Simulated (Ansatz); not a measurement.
# PtGe2 (model structure, started from the Al2Cu type, I4/mcm, No. 140, 6 atoms in the cell): lattice parameter c by level of theory

No measured value is used here.

```
level (code)         value (Å)
-------------------  ---------
PBE (Ansatz)             5.591
PBEsol (Ansatz)          5.509
PBE-D3(BJ) (Ansatz)      5.529
```

Density-functional levels without +SOC have no spin–orbit coupling. Ansatz's density-functional and Hartree–Fock values are scalar-relativistic unless marked +SOC, with PAW data made under PBE.

A model structure was made by putting elements into a prototype or built by hand; it is no filed structure, need not be a known phase, and can be a saddle point held by its symmetry.

Ansatz is a first-principles code.
